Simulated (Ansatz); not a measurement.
**Effect of x(Pt) = 0.667, 3 atoms, P-3m1 on Au**

Start from Au in the fcc (Cu type) structure (space group Fm-3m, No. 225; a = 4.124 Å).

The other end (x = 1) is Pt in the fcc (Cu type) structure (space group Fm-3m, No. 225): 15.29 Å³/atom, gap zero.

Perturbation: a fraction x = 0.667 of the Au sites is given to Pt, ordered in a cell of 3 atoms (starting symmetry P-3m1) and fully relaxed.

Level of theory: r2SCAN (Ansatz, a quantum-chemistry and plane-wave program, PAW, scalar-relativistic without spin-orbit coupling). k-mesh 19×19×7 (Γ-centred); smearing 0.05 eV (Fermi–Dirac), for the changed cell.

| quantity | base | changed | shift |
|---|---|---|---|
| volume per atom | 17.54 Å³ | 15.96 Å³ | -1.58 Å³ |
| density | 18.65 g/cm³ | 20.36 g/cm³ | +1.71 g/cm³ |
| band gap | zero | zero | – |
| mixing energy (to 0.01 eV only: unlike meshes or grids) | – | +0.04 eV/atom | – |

Each cell is one ordered arrangement of few atoms, which overstates ordering effects compared with a random alloy. Whether these cells are dynamically stable was not tested. The final runs are not spin-polarised. An odd electron count without spin: Pt2Au. Pt2Au has a high density of states at the Fermi level and may be magnetic at this level.
